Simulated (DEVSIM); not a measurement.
Device: Al/Si3N4/n-Ge capacitor, at 300 K.

Layer 1 from the left is Si3N4, thickness (nm) 23.0. Layer 2 from the left is Ge, thickness (nm) 15000, Nd (cm⁻³) 7.5e13.

Metal gate on the left, work function 4.1 eV. Fixed charge at the semiconductor interface 1.1e10 cm⁻² (in units of +e); no interface traps.

The device is made up for the run: typed textbook-type constants, with dimensions and the other settings drawn at random. Values at 300 K.

Si3N4: gap (eV) 5.1, affinity (eV) 2.1, permittivity 7.5. Ge: gap (eV) 0.664, affinity (eV) 4, permittivity 16, Nc (cm⁻³) 1.04e19, Nv (cm⁻³) 6e18.

Problem. Estimate by hand the flat-band voltage, the threshold voltage, and compare with a numerical solution.

Solution. 
- Flat-band voltage: C = 0.289 μF/cm², work-function difference -0.204 V; VFB = φms − qNf/C = -0.21 V; numerical -0.21 V.
- Threshold voltage: φF = 0.035 V, depletion charge √(4εqNφF) = 1.54e-9 C/cm²; VT = VFB − 2φF − Qd/C = -0.29 V; numerical -0.29 V.

Simulated with DEVSIM: 1D Poisson equation in equilibrium, Boltzmann statistics, complete ionisation; no quantum confinement or tunnelling. Metal contacts follow the ideal Schottky-Mott rule: no Fermi-level pinning, no interface dipoles.
